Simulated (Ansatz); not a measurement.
Candidates (primitive cells; geometry: cell and atoms relaxed with PBEsol):
A. Mo (Im-3m), a = b = c = 2.7099 Å, α = β = γ = 109.47°
B. Nb (Im-3m), a = b = c = 2.834 Å, α = β = γ = 109.47°
C. W (Im-3m), a = b = c = 2.732 Å, α = β = γ = 109.47°

Q: Rank these by density of states at the Fermi level per atom (lowest first), as r2SCAN, rigid bands (Ansatz, a first-principles code) gives it.

A: C (0.37 states/eV), A (0.54 states/eV), B (1.35 states/eV)

Metals at this level; values at 300 K, both spins, means over directions. As a rough test of the mesh, the Fermi surface's area from every second k point differs by up to 6 %. Spin-orbit coupling is left out.

The missing spin-orbit coupling matters most for W (Im-3m).
